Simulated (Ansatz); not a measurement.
Amorphous Si$_{24}$O$_{51}$In$_{2}$, 77 atoms at 2.46 g/cm³, one PBE-relaxed geometry, zone centre. Methods: PBE, scalar-relativistic without spin-orbit coupling (Ansatz, a program for electronic structure); r2SCAN, scalar-relativistic without spin-orbit coupling (Ansatz); HSE06, scalar-relativistic without spin-orbit coupling (Ansatz). Plane waves to 420 eV (r2SCAN 500 eV); exact exchange is cut at the cell's faces. At PBE the levels at the filled edge of the gap are localised (band-tail or defect states). All rungs ran without spin polarisation.

A CHGNet melt-quench gave the starting glass, which DFT then relaxed. O atoms were pushed apart under 1.9 Å during the dynamics, to hinder bonds among them. The hot cell started wider than the set density and was brought back towards it in steps. It is the lowest in DFT energy of 2 quenches. It is a model cell: composition and starting density were chosen by hand, and all elements were melted together. No dispersion term was used. Its density started from a set value of 2.47 and ended at 2.46 g/cm³. The quench (nominally 320 K/ps over its main leg) was far faster than any real one, so the model tends to hold more defects than a real film. One small periodic cell is one sample of the glass; other quenches scatter about these values. Volume and shape were free in the relaxation.

The relaxation ran on the zone centre alone. At PBE the level gap is 3.71 eV on a 2×2×2 Γ-centred mesh, and the spacing at the zone centre alone 3.76 eV.

### Question
What zone-centre spacing does r2SCAN give, roughly?

### Answer
4.31 eV (+0.55 eV against PBE).

### Question
What zone-centre spacing does HSE06 give, roughly?

### Answer
5.52 eV (+1.76 eV against PBE).

The highest filled and the lowest empty state spread over these numbers of atoms (participation numbers): PBE: 4.1 and 10.8; r2SCAN: 3.7 and 9.8; HSE06: 4.4 and 11.1.
